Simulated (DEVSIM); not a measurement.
Device: Mo/SiON/n-Si capacitor, at 300 K.

| layer (left to right) | material | thickness (nm) | Nd (cm⁻³) |
|---|---|---|---|
| 1 | SiON | 8.70 | - |
| 2 | Si | 17000 | 1.2e15 |

Metal gate on the left, work function 4.6 eV. Fixed charge at the semiconductor interface 0 cm⁻² (in units of +e); no interface traps.

The device is made up for the run: typed textbook-type constants, with dimensions and the other settings drawn at random. Values at 300 K.

```csv
parameter,SiON,Si
gap (eV),7,1.124
affinity (eV),1.4,4.05
permittivity,5.5,11.7
Nc (cm⁻³),-,2.86e19
Nv (cm⁻³),-,3.1e19
```

Simulated with DEVSIM: 1D Poisson equation in equilibrium, Boltzmann statistics, complete ionisation; no quantum confinement or tunnelling. Metal contacts follow the ideal Schottky-Mott rule: no Fermi-level pinning, no interface dipoles.

Base results: capacitance of the dielectric stack (μF/cm²) 0.560; threshold voltage (band bending 2φF) (V) -0.34; minimum of the low-frequency capacitance (μF/cm²) 0.0147; flat-band voltage (V) 0.29.

What follows from this one change: substrate doping 1.2e+15 → 1.2e+14 cm^-3?

capacitance of the dielectric stack little changed (0.560 μF/cm²); threshold voltage (band bending 2φF) -0.34 → -0.26 V; minimum of the low-frequency capacitance 0.0147 → 0.00544 μF/cm²; flat-band voltage 0.29 → 0.23 V.

What follows from this one change: fixed charge 0 → -6.15e+11 cm^-2?

capacitance of the dielectric stack little changed (0.560 μF/cm²); threshold voltage (band bending 2φF) -0.34 → -0.16 V; minimum of the low-frequency capacitance little changed (0.0148 μF/cm²); flat-band voltage 0.29 → 0.47 V.

What follows from this one change: SiON thickness 0.0087 → 0.0048 μm?

capacitance of the dielectric stack 0.560 → 1.01 μF/cm²; threshold voltage (band bending 2φF) -0.34 → -0.33 V; minimum of the low-frequency capacitance little changed (0.0148 μF/cm²); flat-band voltage little changed (0.29 V).
